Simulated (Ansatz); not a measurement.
The starting structures come from a database of crystals and need not be the phases stable at ambient conditions.

Input:

```
Rb3ZnH5
1.0
    7.84483     0.00000     0.00000
    0.00000     7.84483     0.00000
    3.92241    -3.92241     5.80517
Rb Zn H
6 2 10
Direct
  0.82020   0.67980   0.00000
  0.17980   0.32020   0.00000
  0.32020   0.82020   0.00000
  0.67980   0.17980   0.00000
  0.75000   0.25000   0.50000
  0.25000   0.75000   0.50000
  0.75000   0.75000   0.50000
  0.25000   0.25000   0.50000
  0.54588   0.95412   0.66830
  0.45412   0.04588   0.33170
  0.04588   0.21418   0.66830
  0.95412   0.78582   0.33170
  0.78582   0.71418   0.66830
  0.21418   0.28582   0.33170
  0.28582   0.45412   0.66830
  0.71418   0.54588   0.33170
  0.50000   0.50000   0.00000
  0.00000   0.00000   0.00000
```

Space group of this cell: I4/mcm. The cell is taken as given.

Transport runs along the normal of the first two printed cell vectors, the (001) plane of the conventional cell.

No gap correction and no spin-orbit coupling; mid-gap values are interpolated between computed energies.

Compute, with r2SCAN (Ansatz, an electronic-structure program), the band gap and the smallest decay constant κ at mid-gap.

Gap 3.77 eV on a 6×6×6 mesh; κ = 0.349 1/Å, at the zone centre.
